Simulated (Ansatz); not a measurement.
For ZrSi (model structure, from the rocksalt type, Fm-3m, No. 225), PBEsol in Ansatz (plane waves, PAW) gives:

| Property | Value |
|---|---|
| lattice parameter a | 5.341 Å |
| enthalpy of formation | -0.747 eV/atom |

Task: What does PBE-D3(BJ) in Ansatz (plane waves, PAW) give for the same quantities?

Result: 
- lattice constant a: 5.336 Å (decreases by 0.1 %)
- formation enthalpy: -0.749 eV/atom (moves by -0.002 eV/atom)

Changes are worked out from the printed values.

Unless a cell is named, each level is at its own relaxed cell (PBEsol 19.05, PBE-D3(BJ) 18.99 Å³/atom).

Ansatz's density-functional and Hartree–Fock values are scalar-relativistic unless marked +SOC, with PAW data made under PBE.

A model structure was made by putting elements into a prototype or built by hand; it is no filed structure, need not be a known phase, and can be a saddle point held by its symmetry.

Ansatz is a first-principles code.
